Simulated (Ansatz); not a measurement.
# HfO₂ (model structure, started from the 3R-MoS2 type, R3m, No. 160, 3 atoms in the cell): properties by level of theory

| level (code) | equilibrium lattice constant a (Å) | c axis length (Å) | cohesive energy (eV/atom) |
|---|---|---|---|
| LDA (Ansatz) | 3.068 | 13.906 | 8.05 |
| PBE (Ansatz) | 3.119 | 16.958 | ? |
| PBEsol (Ansatz) | ? | ? | 7.37 |
| PBE-D3(BJ) (Ansatz) | 3.111 | ? | 7.09 |
| r²SCAN (Ansatz) | 3.100 | 14.843 | ? |
| r²SCAN+rVV10 (Ansatz) | 3.097 | ? | 7.09 |

**Question.** Some entries are withheld; supply them.

**Answer.** 
- PBE (Ansatz, a program for electronic structure), cohesive energy (eV/atom): 6.91
- PBEsol (Ansatz), equilibrium lattice constant a (Å): 3.087
- PBEsol (Ansatz), c axis length (Å): 15.374
- PBE-D3(BJ) (Ansatz), c axis length (Å): 14.462
- r²SCAN (Ansatz), cohesive energy (eV/atom): 6.94
- r²SCAN+rVV10 (Ansatz), c axis length (Å): 14.126

Ansatz's density-functional and Hartree–Fock values are scalar-relativistic unless marked +SOC, with PAW data made under PBE.

Free atoms are spin-polarised, in the lowest state found; at levels without +SOC their spin–orbit coupling is left out.

Computed values are for the static lattice.

A model structure was made by putting elements into a prototype or built by hand; it is no filed structure, need not be a known phase, and can be a saddle point held by its symmetry.
